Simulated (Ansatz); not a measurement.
Response to strain in hypothetical CsCl type TiS

The parent structure is TiS in the CsCl type structure (space group Pm-3m, No. 221; a = 3.0107 Å; a hypothetical phase, not in the database extracts checked; relaxed with 0.1 eV smearing). Axes: x, y, z lie along the cube axes.

Strains are applied to the cell and any free atomic positions relax; under biaxial strain the out-of-plane vector relaxes too; under stress the whole cell relaxes.

Calculations: PBEsol (Ansatz, a quantum-chemistry and plane-wave program; PAW; 420 eV plane waves; without spin-orbit coupling).

Notes on the quantities. energy relative to the base: free energy F; pressure: mean of the normal stresses, compression positive.

| variant | energy relative to the base | pressure | space group | shortest interatomic distance |
|---|---|---|---|---|
| base | 0 meV/atom | 0.0 GPa | Pm-3m (No. 221) | 2.607 Å |
| biaxial strain −1.52 %, plane normal [001], relaxed out of plane | +8.6 meV/atom | 4.5 GPa | P4/mmm (No. 123) | 2.584 Å |
| biaxial strain −2.76 %, plane normal [111], relaxed out of plane | +21 meV/atom | 5.9 GPa | R-3m (No. 166) | 2.551 Å |
| biaxial strain −2.34 %, plane normal [111], relaxed out of plane | +15 meV/atom | 5.0 GPa | R-3m (No. 166) | 2.559 Å |
| isotropic strain −4.98 % | +176 meV/atom | 33.3 GPa | Pm-3m (No. 221) | 2.477 Å |
| isotropic strain +0.91 % | +4.8 meV/atom | -4.0 GPa | Pm-3m (No. 221) | 2.631 Å |
| uniaxial strain ε_xx = −0.61 % | +0.6 meV/atom | 1.0 GPa | P4/mmm (No. 123) | 2.602 Å |
| uniaxial stress, 3 GPa tension along z | +1.0 meV/atom | – | P4/mmm (No. 123) | 2.613 Å |
| tensor shear ε_xy = −0.71 % | +0.8 meV/atom | 0.0 GPa | Cmmm (No. 65) | 2.595 Å |
| uniaxial stress, 0.5 GPa compression along x | 0.0 meV/atom | – | P4/mmm (No. 123) | 2.606 Å |

Beyond what the load breaks, stability against distortions was not tested. All final runs are without spin polarisation.
